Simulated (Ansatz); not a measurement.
**WS2: stress against strain**

WS2 (2H layered, P6_3/mmc, 16.485 Å³/atom at rest, c along z) under an equal strain ε in the (0001) plane with the normal axis free, as in a coherent film. PBEsol-D3(BJ) in Ansatz, a plane-wave DFT program (PAW, default set), 420 eV, 12×12×3 Γ-centred mesh, Fermi-Dirac smearing 0.05 eV; ions are relaxed within the symmetry of each cell. Stress is positive for a compressed cell.

Here s stands for strain and y for stress xx.

```
strain (%)  stress xx (GPa)
----------  ---------------
-3.00                     ?
-1.20                  4.12
-0.60                  2.01
0.00                   0.00
0.60                  -1.92
1.20                  -3.76
```

Taking a straight line for y over the 5 complete rows: Means: s 0, y 0.090. About the means, the sum of products is -11.814 and the sum of squares of s is 3.6000; the slope is their ratio. Least squares gives y = 0.090 - 3.2817·s. Residuals (row less fit): 0.092, -0.049, -0.090, -0.041, 0.088; standard error 0.097 (degrees of freedom: 3). The slope gives the biaxial elastic modulus of this plane = 328 ± 5 GPa.

Q: Estimate the missing y (s = -3.00); what did the run itself give?

A: y = 0.090 - 3.2817 × (-3.0) = 9.935 GPa. The calculation gives 11.05 GPa, 1.115 GPa above the prediction (7.5 % of the range of y in the table). The row lies outside the fitted rows, so this is an extrapolation. From the scatter of the fitted rows alone, a prediction at this place has a standard error of 0.187 GPa, so the miss is 6.0 times that.

One order more, fitted to all 11 runs of the series, follows each within 0.03, so the miss is the next term of a smooth law. Rows are the converged runs of the series near zero and its far end; series whose fitted rows scatter by over a few per cent of the range, as at a crossing or softening among them, aren't shown in this form. Most that stay on the fit to the last digits aren't either.
